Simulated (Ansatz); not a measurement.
Results of PBE0 (Ansatz, a first-principles code, PAW) for AlN (P6₃/mmc, No. 194, 4 atoms in the cell; start mp-13178; a measured phase of this formula has another space group).

Settings: plane-wave cutoff 460 eV, 9×9×6 k mesh (along the axes of the cell as run), Fermi–Dirac smearing 0.01 eV, scalar-relativistic PAW data made under PBE.

Cell (relaxed with PBEsol):

```
AlN
1.0
    3.30158     0.00000     0.00000
   -1.65079     2.85925     0.00000
    0.00000     0.00000     4.14122
Al N
2 2
Cartesian
  0.00000   1.90617   3.10591
  1.65079   0.95308   1.03530
  0.00000   1.90617   1.03530
  1.65079   0.95308   3.10591
```

Q: Predict the band gap.

A: 
* **band gap**: 5.41 eV (on the SCF k mesh)

Note: cell and atoms aren't relaxed at this level (pressure -2.3 GPa).

The computed numbers hold no vibrational or temperature effects.

The result took about 90 core-seconds (a rough figure).

A start named mp-… is a Materials Project structure, which need not be a measured phase.
